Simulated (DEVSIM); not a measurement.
System: abrupt GaAs n-p junction, at 300 K.

Layer 1 from the left is GaAs, thickness (μm) 75.0, Nd (cm⁻³) 6.9e15, τn (s) 1e-8, τp (s) 1e-8. Layer 2 from the left is GaAs, thickness (μm) 0.450, Na (cm⁻³) 2.5e15, τn (s) 1e-8, τp (s) 1e-8.

Left contact: ohmic. Right contact: ohmic. Voltage is applied to the left contact. Recombination: SRH at mid-gap. Mobility is μmin + (μ − μmin)/(1 + (N/Nref)^α).

Constants are typed, rounded textbook-type inputs, not results; the design itself was drawn at random and stands for no fabricated device. Values at 300 K.

GaAs: gap (eV) 1.424, affinity (eV) 4.07, permittivity 12.9, Nc (cm⁻³) 4.7e17, Nv (cm⁻³) 9e18, μn (cm²/Vs) 8500, μp (cm²/Vs) 400, μn,min 500, μp,min 20, Nref,n 6e16, Nref,p 1.5e17, αn 0.39, αp 0.38.

DEVSIM, 1D drift-diffusion, Boltzmann statistics, complete ionisation; no tunnelling, impact ionisation, image-force lowering or self-heating.

Q: What does the simulation give for the potential step across the device at zero bias, the largest field in the device at zero bias?

A: potential step across the device at zero bias 1.103 V; largest field in the device at zero bias 25000 V/cm.
